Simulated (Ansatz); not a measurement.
LiMg (C2/m), Ansatz (a quantum-chemistry and plane-wave program) with PBEsol, DFPT electron-phonon coupling, linearised Boltzmann equation. Phonon-limited resistivity 7.20 μΩ·cm at 300 K along x (a = (5.46, -1.69, -0.04) Å; b = (5.46, 1.69, -0.04) Å; c = (-2.23, 0.00, 4.36) Å), Drude plasma energy 6.75 eV.

**Question.** What Drude relaxation time do resistivity and plasma energy imply?

**Answer.** ω_p = 1.03e16 s⁻¹, so τ = 1/(ε₀ ω_p² ρ) = 14.9 fs, a damping ħ/τ of 44.1 meV.

**Question.** What is the classical skin depth at 100 GHz (nonmagnetic, μ₀ = 1.257×10⁻⁶ H/m)?

**Answer.** δ = √(ρ/(π f μ₀)) = 427 nm.

A metal at this level (no band gap). Only scattering by harmonic phonons is included (no impurities, grain boundaries, electron-electron scattering or thermal expansion). Spin-orbit coupling is left out. Halving the electron mesh (28x28x20) moves the resistivity by up to 9 % at 300 K. Smearing 0.20 eV; phonons on a 4x4x3 q mesh, which this run doesn't test.

Computed structure with no diffraction record at hand here (it may be known, metastable or hypothetical): LiMg (C2/m).
